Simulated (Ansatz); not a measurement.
The starting structures come from a database of crystals and need not be the phases stable at ambient conditions.

Inside the gap of an insulator the Bloch states are evanescent, with a wavenumber k + iκ along the transport direction.

```xyz
14
Lattice="7.9838 0.0000 0.0000 0.0000 7.9838 0.0000 3.9919 -3.9919 5.6454" Properties=species:S:1:pos:R:3 pbc="T T T"
Sc     9.9798     0.0000     4.2341
Sc     3.9919     1.9960     1.4114
Sc     5.9879     0.0000     4.2341
Sc     3.9919     5.9879     1.4114
Cd     7.9838     3.9919     2.8227
Cd     0.0000     0.0000     0.0000
Se     2.1523     3.9919     1.3008
Se     3.9919    -1.8396     4.1235
Se     5.8316     3.9919     1.3008
Se     3.9919     1.8396     4.1235
Se     7.9838    -1.8396     4.3446
Se     2.1523     0.0000     1.5219
Se     7.9838     1.8396     4.3446
Se     5.8316     0.0000     1.5219
```

Space group of this cell: Fd-3m, spinel. The cell is taken as given.

Transport runs along the normal of the first two printed cell vectors, the (001) plane of the conventional cell.

No gap correction and no spin-orbit coupling; mid-gap values are interpolated between computed energies.

Problem. State the band gap and the smallest decay constant κ at mid-gap according to r2SCAN in Ansatz (an electronic-structure program).

Solution. Gap 0.90 eV on a 6×6×6 mesh; κ = 0.112 1/Å, at the zone centre.
